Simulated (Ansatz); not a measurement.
A dielectric-response calculation of RbHgF3 (Pm-3m, 5 atoms in the cell) with Ansatz (a first-principles code).

Computed with LDA (PW92), default PAW files made with PBE (plane waves; Ansatz).

```yaml
crystal:
  lattice:
    - [4.56287, 0.00000, 0.00000]
    - [0.00000, 4.56287, 0.00000]
    - [0.00000, 0.00000, 4.56287]
  atoms:
    - { symbol: Rb, position: [0.00000, 0.00000, 0.00000] }
    - { symbol: Hg, position: [0.50000, 0.50000, 0.50000] }
    - { symbol: F, position: [0.50000, 0.00000, 0.50000] }
    - { symbol: F, position: [0.00000, 0.50000, 0.50000] }
    - { symbol: F, position: [0.50000, 0.50000, 0.00000] }
```

Reference input (self-consistent single point, DFT, LDA (PW92), plane waves, default PAW files made with PBE): basis.ecutwfc = 420 eV; kpoints.mp_grid.grid = 6 6 6; hamiltonian.xc = lda; hamiltonian.pseudopotentials = {kind: paw} (the program's default PAW files); scf.occupations.method = fermi_dirac; scf.occupations.width = 0.02 eV. This run's input differs from it in these lines:

Ansatz 0.2 input:
```diff
@@ -16,3 +16,3 @@
   mp_grid:
-    grid: [6, 6, 6]
+    grid: [4, 4, 4]
 hamiltonian:
@@ -23,8 +23,4 @@
   occupations:
-    method: fermi_dirac
-    width: 0.02
-output:
-  forces: true
-  eigenvalues: true
-  stress: true
+    method: fixed
+dielectric: {}
```

Output (repeated stretches shortened):

```
SCF iter   1: F=—  HF=-19075.788230 eV  |F-HF|=—  |Δ(HF+E_count)|=         —  Δρ=1.76e-2  dr2=2.17e-1  ethr=1.77e-3  ⟨swp⟩=4.9  Hψ=1925  notcnv=0  defer=47
all-band conjugate gradients solve this SCF's bands
preconditioner: auto → Resta (q_TF=auto, 2.452 Å⁻¹)
SCF iter   2: F=—  HF=-19075.733997 eV  |F-HF|=—  |Δ(HF+E_count)|=   5.42e-2  Δρ=5.60e-3  dr2=1.16e-2  ethr=4.33e-4  ⟨swp⟩=2.4  Hψ=1085  notcnv=0  defer=48
   [... lines left out ...]
SCF iter   6: F=—  HF=-19075.730288 eV  |F-HF|=—  |Δ(HF+E_count)|=   1.47e-5  Δρ=2.04e-5  dr2=4.82e-7  ethr=1.64e-8  ⟨swp⟩=2.8  Hψ=976  notcnv=0  defer=18
SCF iter   7: F=—  HF=-19075.730303 eV  |F-HF|=—  |Δ(HF+E_count)|=   1.42e-5  Δρ=6.69e-6  dr2=3.35e-8  ethr=9.64e-10  ⟨swp⟩=2.5  Hψ=861  notcnv=0  defer=18
SCF iter   8: F=—  HF=-19075.730303 eV  |F-HF|=—  |Δ(HF+E_count)|=   6.72e-9  Δρ=9.00e-7  dr2=9.60e-10  ethr=6.71e-11  ⟨swp⟩=2.4  Hψ=938  notcnv=0  defer=18
SCF iter   9: F=-19075.730303 eV  HF=-19075.730303 eV  |F-HF|=0.00e0  |Δ(HF+E_count)|=  1.82e-11  Δρ=1.72e-7  dr2=2.15e-11  ethr=1.00e-12  ⟨swp⟩=9.2  Hψ=2131  notcnv=0
SCF 1 converged in 9 iterations: F = -19075.730303 eV  dr2 = 2.15e-11
DFPT response loops at Γ: preconditioner auto → Resta (q_TF=auto, 2.452 Å⁻¹)  ε∞=13.0 (no band partly filled) …
── the response to a field inside a basis, on 4×4×4 k-points: an SCF that follows is theirs, and a resumed run solves both again ──
Crystal: 5 atoms, lattice volume = 94.998 Å³
Bands: 26, of which v1, the nominal top of the filled ones, is band 25 counted from 1 (24 counted from 0)
k-points: 4 of 64
Initial density: handed on by an earlier stage of this run
Initial wavefunctions: pseudopotential atomic-orbital guess (no wavefunctions were taken with the density)
Eigensolver: Dense (4 Hₖ)
   [... lines left out ...]
Free energy (F): -19075.730303 eV
Fermi energy:    4.379892 eV
   [... lines left out ...]
        -0.00000    0.00000   -0.85507
    site 4:
        -0.85507   -0.00000   -0.00000
         0.00000   -0.85507    0.00000
         0.00000    0.00000   -2.16106
  Z* charge neutrality: 2.328e-3 e pre-enforcement
  solved inside a basis spanned on kpoints, on 4×4×4 k-points, its susceptibility summed on 8×8×8: ε∞ is read to err by 7.4e-3, Z* by 2.2e-2 e (field_mesh …
```

The run converged in 13 iterations. 

Summary of the result:
```
Item                                                                                                                            Value
----------------------------------------------------------------------------------------  -------------------------------------------
Free energy E − TS (on the zero of these files)                                                                        -19075.7303 eV
Top of the valence band (on the code's own zero)                                                                              4.38 eV
Gap on the k-point mesh                                                                                                       0.35 eV
ε∞ at this k-point mesh, which may be far from converged in small-gap cells (xx, yy, zz)                             3.18, 3.18, 3.18
Born charges at this mesh (mean of the diagonal, e)                                       Rb 1.23, Hg 2.64, F -1.29, F -1.29, F -1.29
```

The starting cell comes from a database of computed structures (which also holds hypothetical and non-ambient phases and stackings), without a prior relaxation at this level. Its lattice was rescaled by up to half a per cent. Spin-orbit coupling is off.

Cost on one core of a shared machine: roughly 40 s.
